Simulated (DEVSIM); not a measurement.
Structure: Schottky contact on n-type Ge, at 350 K.

Layer 1 from the left is Ge, thickness (μm) 1.60, Nd (cm⁻³) 3.7e16, τn (s) 4.8e-7, τp (s) 4.8e-7.

Left contact: Schottky, work function 4.38 eV, emission velocity 4.7e6 cm/s. Right contact: ohmic. Voltage is applied to the left contact. Recombination: SRH at mid-gap. Mobility is μmin + (μ − μmin)/(1 + (N/Nref)^α).

This is a model device: material constants are rounded textbook-type values typed into the input, and sizes, dopings and lifetimes were drawn at random. Values at 300 K; Nc and Nv go as T^1.5, mobilities as T to minus their exponent, the gap by Varshni's rule with the affinity fixed.

Ge: gap (eV) 0.664, affinity (eV) 4, permittivity 16, Nc (cm⁻³) 1.04e19, Nv (cm⁻³) 6e18, μn (cm²/Vs) 3900, μp (cm²/Vs) 1900, μn,min 150, μp,min 100, Nref,n 2.6e17, Nref,p 4e17, αn 0.56, αp 0.6, T exponent of μn 1.66, T exponent of μp 2.33, Varshni α (eV/K) 0.000477, Varshni β (K) 235.

### Question
Estimate by hand the built-in potential, the peak field at zero bias, and compare with a numerical solution.

### Answer

- Built-in potential: barrier φB = 0.380 eV; Vbi = φB − kT/q ln(N_band/N) = 0.203 V; numerical 0.203 V.
- Peak field at zero bias: depletion approximation: W = √(2εVbi/(qN)) = 0.0985 μm with N = 3.70e16 cm⁻³; field = 2Vbi/W = 41200 V/cm; numerical 37900 V/cm (estimate above by 8.7 %).

DEVSIM, 1D drift-diffusion, Boltzmann statistics, complete ionisation; no tunnelling, impact ionisation, image-force lowering or self-heating. Metal contacts follow the ideal Schottky-Mott rule: no Fermi-level pinning, no interface dipoles.
